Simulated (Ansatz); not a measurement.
In₂Si₂O₇ (Fd-3m, No. 227, 22 atoms in the cell; start mp-19784), treated with PBEsol+SOC (plane waves, PAW; Ansatz, a quantum-chemistry and plane-wave program).

Run with plane-wave cutoff 520 eV, 6×6×6 k mesh, Fermi–Dirac smearing 0.01 eV, PAW data made under PBE.

Cell (relaxed with PBEsol):

```cif
data_In16O56Si16
_chemical_formula_sum 'In16 Si16 O56'
_space_group_name_H-M_alt 'Fd-3m :1'
_space_group_IT_number 227
_space_group_name_Hall 'F 4d 2 3 -1d'
_cell_length_a 9.44713
_cell_length_b 9.44713
_cell_length_c 9.44713
_cell_angle_alpha 90.000
_cell_angle_beta 90.000
_cell_angle_gamma 90.000
loop_
_atom_site_label
_atom_site_type_symbol
_atom_site_symmetry_multiplicity
_atom_site_Wyckoff_symbol
_atom_site_fract_x
_atom_site_fract_y
_atom_site_fract_z
_atom_site_occupancy
In1 In 16 d 0.62500 0.62500 0.62500 1
Si1 Si 16 c 0.12500 0.12500 0.12500 1
O1 O 48 f 0.00000 0.00000 0.19642 1
O2 O 8 b 0.50000 0.50000 0.50000 1
```
(The calculation used a cell of 22 atoms; values per cell refer to that cell.)

Problem. What does this level give for the band gap?

Solution. 
- band gap: 1.95 eV (on the SCF k mesh)

The result took about 4 core-minutes (a rough figure).

A start named mp-… is a Materials Project structure, which need not be a measured phase.
